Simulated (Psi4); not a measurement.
Psi4 1.11, PBE/def2-svp: Ta(I)5 ([I][Ta]([I])([I])([I])[I]), 6 atoms. The geometry is a generated start, not checked to be a minimum at this level.

| Item | Result |
|---|---|
| task | energy |
| method | pbe |
| basis | def2-svp |
| memory | 3 GB |
| maxiter | 100 |
| keys of the molecule block | symmetry c1 |
| scf_type | df (default) |
| guess | auto, which took SAD (default) |
| scf_initial_accelerator | adiis (default) |
| e_convergence | 1e-06 (default) |
| d_convergence | 1e-06 (default) |
| dft_radial_points | 75 (default) |
| dft_spherical_points | 302 (default) |
| effective core potentials | those of the basis set, past Kr |
| basis functions | 162 |
| grid points | 126373 |

```xyz
6

Ta    -0.0009    -0.0001     0.0024
I      2.2720    -0.4464    -1.4464
I      1.2310    -1.0420     2.2667
I     -1.2291     1.0431    -2.2638
I     -1.9194    -1.9361     0.1525
I     -0.3535     2.3816     1.2886
```

Charge 0 and multiplicity 1 are set for this test and not shown to be the ground state.

One run each on 2 threads. Values of diis_max_vecs tried: 3, 6, 10 (default), 20.

Which value of diis_max_vecs needs the fewest SCF iterations, and what happens away from it?

Fewest SCF iterations, within one of each other: 10 (default) with 13, 20 with 13. The count rises to 15 at 6. The run ends without SCF convergence in 100 iterations at 3.

```json
[
 {"diis_max_vecs": "3", "SCF iterations": "100", "end": "no convergence"},
 {"diis_max_vecs": "6", "SCF iterations": "15", "end": "same solution"},
 {"diis_max_vecs": "10 (default)", "SCF iterations": "13", "end": "same solution"},
 {"diis_max_vecs": "20", "SCF iterations": "13", "end": "same solution"}
]
```
